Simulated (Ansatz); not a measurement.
Base system: CaB$_{6}$ (space group Pm-3m, No. 221).

```
CaB6
1.0
    4.12713     0.00000     0.00000
    0.00000     4.12713     0.00000
    0.00000     0.00000     4.12713
Ca B
1 6
Direct
  0.00000   0.00000   0.00000
  0.20157   0.50000   0.50000
  0.79843   0.50000   0.50000
  0.50000   0.20157   0.50000
  0.50000   0.79843   0.50000
  0.50000   0.50000   0.20157
  0.50000   0.50000   0.79843
```

Cartesian axes are those of the cell as printed.

Computed with PBEsol (Ansatz, a quantum-chemistry and plane-wave program; PAW; 420 eV plane waves; without spin-orbit coupling).

Strains are applied to the cell and any free atomic positions relax.

One change was made to it. Results:

```tsv
quantity	base	after
pressure (mean of the normal stresses, compression positive)	0.0 GPa	7.5 GPa
energy relative to the base (free energy F)	0 meV/atom	+28 meV/atom
```

### Question
Name the change that was made.
A. strain tensor (xx, yy, zz, yz, xz, xy) = (−0.99, −1.07, −0.60, +0.15, +0.64, +0.08) %
B. uniaxial strain ε_yy = −4.33 %
C. uniaxial strain ε_yy = −0.49 %
D. strain tensor (xx, yy, zz, yz, xz, xy) = (−1.62, −0.61, +0.67, +0.54, −0.59, −0.25) %

### Answer
B, uniaxial strain ε_yy = −4.33 %. For comparison, the energy relative to the base in the other runs: strain tensor (xx, yy, zz, yz, xz, xy) = (−0.99, −1.07, −0.60, +0.15, +0.64, +0.08) % gives +3.8 meV/atom; strain tensor (xx, yy, zz, yz, xz, xy) = (−1.62, −0.61, +0.67, +0.54, −0.59, −0.25) % gives +5.2 meV/atom; uniaxial strain ε_yy = −0.49 % gives +0.3 meV/atom.

The mesh was chosen for an insulator and is coarse for the gapless case. No phonon test of stability was made. All final runs are without spin polarisation.
